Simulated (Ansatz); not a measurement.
Take Sc in the hcp (Mg type) structure (space group P6_3/mmc, No. 194; a = 3.277 Å, c = 5.085 Å) as the base.

Calculations: PBEsol/PAW in Ansatz (a first-principles code), scalar-relativistic without spin-orbit coupling, earlier PAW set.

One change was made to it. Results:

```json
[
 {"quantity": "volume per atom", "base": "23.65 Å³", "after": "10.33 Å³"},
 {"quantity": "c/a ratio", "base": "1.552", "after": "1.617"}
]
```

Problem. Which of these changes matches the shifts?
A) Sc → Ce
B) Sc → V
C) Sc → Mn

Solution. C, Sc → Mn. For comparison, the volume per atom in the other runs: Sc → Ce gives 23.76 Å³; Sc → V gives 13.32 Å³.

Open 4f shells without U are poorly described, and the f state was not checked. Whether these cells are dynamically stable was not tested. For Mn and V in this form, whether it has been made was not checked. Seeded moments were not kept for Sc → Mn, Sc → Ce and Sc → V. All final runs are without spin polarisation. This is not the structure that Mn has at room temperature and ambient pressure. This is not the structure that V has at room temperature and ambient pressure.
